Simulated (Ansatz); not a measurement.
**BeTe: pressure series**

Take BeTe in the zinc blende structure (space group F-43m, No. 216) as the base.

```cif
data_Be4Te4
_chemical_formula_sum 'Te4 Be4'
_space_group_name_H-M_alt 'F-43m'
_space_group_IT_number 216
_space_group_name_Hall 'F -4 2 3'
_cell_length_a 5.65693
_cell_length_b 5.65693
_cell_length_c 5.65693
_cell_angle_alpha 90.000
_cell_angle_beta 90.000
_cell_angle_gamma 90.000
loop_
_atom_site_label
_atom_site_type_symbol
_atom_site_symmetry_multiplicity
_atom_site_Wyckoff_symbol
_atom_site_fract_x
_atom_site_fract_y
_atom_site_fract_z
_atom_site_occupancy
Te1 Te 4 c 0.25000 0.25000 0.25000 1
Be1 Be 4 a 0.00000 0.00000 0.00000 1
```
(The calculation used a cell of 2 atoms; values per cell refer to that cell.)

Cell and atoms are relaxed at each pressure.

The values are results of r2SCAN (Ansatz, an electronic-structure program; PAW; 500 eV plane waves; scalar-relativistic without spin-orbit coupling), not measurements.

Two rows of this table had their results exchanged by mistake.

| pressure | volume per atom (Å³) | shortest distance (Å) | band gap |
|---|---|---|---|
| pressure −2 GPa | 23.47 | 2.479 | 2.46 eV |
| pressure −1 GPa | 23.03 | 2.464 | 2.42 eV |
| pressure 3 GPa | 15.29 | 2.149 | 1.11 eV |
| pressure 7 GPa | 20.53 | 2.371 | 2.12 eV |
| pressure 15 GPa | 18.93 | 2.308 | 1.88 eV |
| pressure 30 GPa | 16.97 | 2.225 | 1.51 eV |
| pressure 50 GPa | 21.61 | 2.412 | 2.26 eV |
| pressure 75 GPa | 13.88 | 2.081 | 0.70 eV |
| pressure 100 GPa | 12.87 | 2.030 | 0.37 eV |

Q: Which two?

A: The rows for pressure 3 GPa and pressure 50 GPa: the volume has to fall steadily with pressure, so 21.61 Å³ belongs to pressure 3 GPa and 15.29 Å³ to pressure 50 GPa.

Spin-orbit coupling, missing from the scalar runs, can matter with Te. Load acts through the strain it causes; cell and atoms are relaxed under it. Stability against distortions was not tested. No other phases were tried under pressure.
